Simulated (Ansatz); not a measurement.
# A computed series for GaAs: response to strain

The reference is GaAs in the zinc blende structure (space group F-43m, No. 216; a = 5.667 Å). Axes: x, y, z lie along the cube axes.

Strains are applied to the cell and any free atomic positions relax; under biaxial strain the out-of-plane vector relaxes too; under stress the whole cell relaxes.

Level of theory: r2SCAN in Ansatz (plane waves to 500 eV, PAW, no spin-orbit coupling).

```json
[
 {"case": "base", "space group": "F-43m (No. 216)", "band gap": "0.96 eV", "shortest interatomic distance": "2.454 Å"},
 {"case": "biaxial strain −3.43 %, plane normal [001], relaxed out of plane", "space group": "I-4m2 (No. 119)", "band gap": "1.12 eV", "shortest interatomic distance": "2.422 Å"},
 {"case": "biaxial strain −1.44 %, plane normal [111], relaxed out of plane", "space group": "R3m (No. 160)", "band gap": "1.07 eV", "shortest interatomic distance": "2.430 Å"},
 {"case": "biaxial strain +4.52 %, plane normal [111], relaxed out of plane", "space group": "R3m (No. 160)", "band gap": "___", "shortest interatomic distance": "2.458 Å"},
 {"case": "isotropic strain −4.97 %", "space group": "F-43m (No. 216)", "band gap": "___", "shortest interatomic distance": "2.332 Å"},
 {"case": "isotropic strain −0.61 %", "space group": "F-43m (No. 216)", "band gap": "1.11 eV", "shortest interatomic distance": "2.439 Å"},
 {"case": "uniaxial strain ε_zz = −1.22 %", "space group": "I-4m2 (No. 119)", "band gap": "1.01 eV", "shortest interatomic distance": "2.444 Å"},
 {"case": "tensor shear ε_xz = +3.59 %", "space group": "Imm2 (No. 44)", "band gap": "___", "shortest interatomic distance": "2.427 Å"},
 {"case": "uniaxial stress, 1 GPa tension along z", "space group": "I-4m2 (No. 119)", "band gap": "___", "shortest interatomic distance": "2.458 Å"},
 {"case": "tensor shear ε_xz = −0.70 %", "space group": "Imm2 (No. 44)", "band gap": "0.90 eV", "shortest interatomic distance": "2.448 Å"}
]
```

**Question.** Some entries are withheld; estimate them.

**Answer.** 
- biaxial strain +4.52 %, plane normal [111], relaxed out of plane, band gap: 0.28 eV
- isotropic strain −4.97 %, band gap: 1.45 eV
- tensor shear ε_xz = +3.59 %, band gap: 0.55 eV
- uniaxial stress, 1 GPa tension along z, band gap: 0.89 eV

Gaps are read on the SCF mesh and a high-symmetry path. Stability under load was not tested beyond the relaxation. A zero or small gap of GaAs under biaxial strain +4.52 %, plane normal [111], relaxed out of plane can be the functional's error rather than a property of the material.

Ansatz is an electronic-structure program.
